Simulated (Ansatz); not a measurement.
Levels about the gap of amorphous Ga24O37Li2 (63 atoms in a cell of 780 Å³, 4.85 g/cm³; zone centre alone, so wide bands show as single levels with stretches between that a denser mesh fills), at the geometry that PBE relaxed, where it gives 0.1 GPa on a denser mesh. Exact exchange is cut at the faces of this small cell, which leaves a finite-size error. The participation number counts the atoms over which a state spreads; weights are charges in smoothed Voronoi cells. The levels come from a single point, so bond lengths are those of that geometry. Method of the levels: HSE06, scalar-relativistic without spin-orbit coupling (Ansatz, a quantum-chemistry and plane-wave program). Sampling: the zone centre alone; Fermi-Dirac width 0.02 eV; no spin polarisation. At PBE the levels at the filled edge of the gap are localised (band-tail or defect states), and the nearest spread-out levels lie 2.0 eV apart at the zone centre.

It comes from a melt-quench run on a machine-learned potential (CHGNet), relaxed afterwards by DFT. O atoms were pushed apart under 1.9 Å during the dynamics, to hinder bonds among them. The hot cell started wider than the set density and was brought back towards it in steps. It is the lowest in DFT energy of 2 quenches. It is a model cell: composition and starting density were chosen by hand, and all elements were melted together. No dispersion term was used. Its density started from a set value of 4.91 and ended at 4.85 g/cm³. Cooling (nominally 220 K/ps over its main leg) ran many orders faster than in experiment, which tends to leave more defects and strain. Values belong to this one cell and scatter from quench to quench. Volume and shape were free in the relaxation.

```csv
"E - E(highest filled), eV",filling,participation number,largest on,weight O,weight Ga,weight Li
-0.50,filled,13.3,"O, 3 neighbours",0.94,0.06,0.00
-0.44,filled,15.2,"O, 3 neighbours",0.94,0.05,0.00
-0.34,filled,4.2,"O, 2 neighbours",0.94,0.05,0.00
-0.22,filled,6.8,"O, 2 neighbours",0.94,0.06,0.00
-0.17,filled,8.4,"O, 2 neighbours",0.95,0.05,0.00
-0.05,filled,5.0,"O, 2 neighbours",0.95,0.05,0.00
0.00,filled,4.5,"O, 2 neighbours",0.95,0.04,0.00
3.25,empty,58.0,"Ga, 4 neighbours",0.52,0.47,0.02
5.90,empty,29.7,"Ga, 4 neighbours",0.53,0.46,0.01
6.02,empty,43.5,"Ga, 4 neighbours",0.56,0.43,0.01
6.18,empty,36.5,"Ga, 4 neighbours",0.57,0.42,0.00
6.26,empty,41.3,"Ga, 4 neighbours",0.55,0.44,0.01
6.59,empty,35.9,"Ga, 4 neighbours",0.56,0.43,0.01
6.61,empty,33.1,"Ga, 4 neighbours",0.57,0.41,0.02
```

Most localised among these is the filled level at -0.34 eV, on a O atom, which has 2 neighbours (Ga 1.80 Å, Ga 1.82 Å).
